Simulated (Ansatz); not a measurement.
# How the bulk modulus of RuAl3 (model structure, started from the A15 type, Pm-3n, No. 223, 8 atoms in the cell) moves with the method

No measured value is used here.

```csv
level (code),value (GPa),cell (Å³/atom)
LDA (Ansatz),159,14.06
PBE (Ansatz),143,14.74
PBEsol (Ansatz),152,14.40
r²SCAN (Ansatz),156,14.42
```

LDA, PBE, PBEsol, r²SCAN: the run has no spin polarisation, so it can have missed a magnetic state. LDA, PBE, PBEsol, r²SCAN: the bulk modulus is −V dP/dV from two relaxed cells at ±2 % in volume. Each level is taken at its own relaxed cell. Cutoffs differ between the levels. Ansatz's density-functional and Hartree–Fock values are scalar-relativistic unless marked +SOC, with PAW data made under PBE.

A model structure was made by putting elements into a prototype or built by hand; it is no filed structure, need not be a known phase, and can be a saddle point held by its symmetry.

Ansatz is a quantum-chemistry and plane-wave program.
